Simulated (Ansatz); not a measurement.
Cs2AgBiBr6: pressure 18 GPa

Take Cs2AgBiBr6 (space group Fm-3m, No. 225; a = 11.343 Å) as the base.

Modification: a hydrostatic pressure of 18 GPa.

Computed with plane-wave PAW DFT at the r2SCAN level (Ansatz, a quantum-chemistry and plane-wave program, 500 eV), no spin-orbit coupling. Γ-centred 5×5×5 mesh, Fermi–Dirac width 0.05 eV.

```tsv
quantity	base	changed	shift
density	4.83 g/cm³	6.62 g/cm³	+1.79 g/cm³
lattice parameter a	11.343 Å	10.213 Å	-1.130 Å
enthalpy H = E + PV relative to the base's energy	–	+3.39 eV/atom	–
band gap	1.67 eV	0.95 eV	-0.72 eV
gap character	indirect, X → L	indirect, X → L	–
smallest direct gap	2.70 eV	2.62 eV	-0.08 eV
width of the top valence band	1.24 eV	2.43 eV	+1.19 eV
electron mass	0.36 mₑ along k, 0.27 mₑ across (at L)	0.38 mₑ along k, 0.24 mₑ across (at L)	–
hole mass	0.20 mₑ along k, 0.76 mₑ across (at X)	0.11 mₑ along k, 0.46 mₑ across (at X)	–
```

Spin-orbit coupling, missing from the scalar runs, can matter with Bi. Load acts through the strain it causes; cell and atoms are relaxed under it. Effective masses come from finite differences of ±0.01 Å⁻¹. Along k means along the line from Γ to the band edge. Stability against distortions was not tested. No other phases were tried under pressure.
